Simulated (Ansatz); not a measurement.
The reference is KTaO₃ in the cubic perovskite structure (space group Pm-3m, No. 221).

```yaml
crystal:
  lattice:
    - [4.02436, 0.00000, 0.00000]
    - [0.00000, 4.02436, 0.00000]
    - [0.00000, 0.00000, 4.02436]
  atoms:
    - { symbol: K, position: [0.00000, 0.00000, 0.00000] }
    - { symbol: Ta, position: [0.50000, 0.50000, 0.50000] }
    - { symbol: O, position: [0.50000, 0.00000, 0.50000] }
    - { symbol: O, position: [0.00000, 0.50000, 0.50000] }
    - { symbol: O, position: [0.50000, 0.50000, 0.00000] }
```

The values are results of PBE (Ansatz, a program for electronic structure, PAW, without spin-orbit coupling), not measurements.

Base values:

- Lattice parameter a: 402.4 pm

Modification: cell and atoms relaxed at a pressure of 3 GPa.

Problem. Predict the new lattice parameter a.

Solution. The lattice parameter a drops by 2.05 pm (402.4 pm → 400.4 pm).

Load acts through the strain it causes; cell and atoms are relaxed under it. Whether these cells are dynamically stable was not tested.
